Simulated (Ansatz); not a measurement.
Base system: BeTe in the zinc blende structure (space group F-43m, No. 216; a = 5.664 Å).

Level of theory: PBE (Ansatz, a first-principles code; PAW; 420 eV plane waves; spin-orbit coupling left out).

Strains are applied to the cell and any free atomic positions relax.

One change was made to it. Results:

```json
[
 {"quantity": "band gap", "base": "2.03 eV", "after": "1.92 eV"},
 {"quantity": "energy relative to the base (free energy F)", "base": "0 meV/atom", "after": "+8.5 meV/atom"},
 {"quantity": "electron mass", "base": "1.9 mₑ along k, 0.26 mₑ across (at X)", "after": "1.7 mₑ along k, 0.25 mₑ across (at X)"},
 {"quantity": "hole mass (degenerate bands, along [100])", "base": "0.20, 0.35, 0.35 mₑ (at Γ)", "after": "0.20, 0.33, 0.33 mₑ (at Γ)"}
]
```

Which change produced these results?
(A) isotropic strain −2.00 %
(B) isotropic strain +2.50 %
(C) isotropic strain −1.50 %

C, isotropic strain −1.50 %. For comparison, the energy relative to the base in the other runs: isotropic strain −2.00 % gives +15 meV/atom; isotropic strain +2.50 % gives +21 meV/atom.

With Te present, leaving out spin-orbit coupling can change the band edges. Masses are band curvatures over ±0.01 Å⁻¹ around the edge. Along k means along the line from Γ to the band edge. Stability against distortions was not tested.
